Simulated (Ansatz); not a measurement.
The parent structure is HfN in the rock salt structure (space group Fm-3m, No. 225; relaxed with 0.1 eV smearing).

```
HfN
1.0
    0.00000     2.26285     2.26285
    2.26285     0.00000     2.26285
    2.26285     2.26285     0.00000
Hf N
1 1
Direct
  0.00000   0.00000   0.00000
  0.50000   0.50000   0.50000
```

Cartesian axes are those of the cell as printed.

All numbers come from r2SCAN in Ansatz (plane waves to 500 eV, PAW, spin-orbit coupling left out).

The change: every lattice vector is shortened by 3.00 %; the atoms relax in the strained cell.

**Question.** Predict the stress tensor and what it implies for the stiffness.

**Answer.** Stress of the strained cell less that of the base (GPa, compression positive):
```
   31.2     0.0     0.0
    0.0    31.2     0.0
    0.0     0.0    31.2
```

Then B = −ΔP/(ΔV/V₀) with ΔV/V₀ = -0.0873 gives secant stiffness values (nonlinear terms included at this strain): B ≈ 357 GPa.

As a check, the harmonic strain energy −½ V₀ Δσ:ε is 100 meV/atom; the computed energy rise is 91 meV/atom.

No phonon test of stability was made. The final runs are not spin-polarised.

Ansatz is a first-principles code.
